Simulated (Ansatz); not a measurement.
The parent structure is W in the bcc (W type) structure (space group Im-3m, No. 229).

```yaml
crystal:
  lattice:
    - [-1.58492, 1.58492, 1.58492]
    - [1.58492, -1.58492, 1.58492]
    - [1.58492, 1.58492, -1.58492]
  atoms:
    - { symbol: W, position: [0.00000, 0.00000, 0.00000] }
```

Method: r2SCAN (Ansatz, a first-principles code; PAW; 500 eV plane waves; scalar-relativistic without spin-orbit coupling), earlier PAW set.

Base values:

```
Item                  Result
-------------------  -------
Lattice parameter a  3.170 Å
```

Modification: full substitution W → Os, then cell and atoms are relaxed.

Tabulated Pauling electronegativity and covalent radius: W 2.36, 1.62 Å; Os 2.20, 1.44 Å.

Question: Predict the new lattice parameter a.

Answer: The lattice parameter a shrinks by 0.099 Å, from 3.170 Å to 3.071 Å.

Stability against distortions was not tested. As relaxed here, Os is a hypothetical phase, not in the database extracts checked. The final runs are not spin-polarised.
